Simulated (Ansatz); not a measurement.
The starting structures come from a database of crystals and need not be the phases stable at ambient conditions.

 Where the default PAW files enter, the runs use the earlier of Ansatz's two default sets.

Consider the following.

```xyz
12
Lattice="3.3336 0.0000 0.0000 0.0000 6.5050 0.0000 0.0000 0.0000 5.5564" Properties=species:S:1:pos:R:3 pbc="T T T"
Hf     2.5002     5.8033     4.1746
Hf     0.8334     0.7017     1.3818
Hf     0.8334     2.5508     4.1600
Hf     2.5002     3.9542     1.3964
O      0.8334     4.2839     5.4409
O      2.5002     2.2211     0.1155
O      2.5002     1.0314     2.8937
O      0.8334     5.4736     2.6627
O      0.8334     0.4983     4.7813
O      2.5002     6.0067     0.7751
O      2.5002     3.7508     3.5533
O      0.8334     2.7542     2.0031
```

Space group of this cell: Pnma. The cell is taken as given; by r2SCAN its mean pressure is -3.3 GPa.

These are r2SCAN (plane waves, PAW; Ansatz, a program for electronic structure) values and carry that method's errors.

The current runs along the normal of the first two printed vectors; no spin-orbit coupling. Scaled by the factor s: the length along the current (ions clamped). Meshes 10×6×6 and 10×6 across the current in all rows.

```tsv
s	mean pressure (GPa)	band gap (eV)
0.97	6.0	4.26
1.00	-3.3	3.98
1.03	-11.0	?
```

**Question.** Take the slope of the band gap against ln s from the two given rows, extrapolate to s = 1.03, and say what the run there gives.

**Answer.** Slope = (4.26 − 3.98) / ln 0.97 = -9.19 eV. The line gives 3.98 + (-9.19) × ln 1.03 = 3.71 eV. The run gives 3.70 eV, 0.01 eV under the line, 3 % of the predicted step.
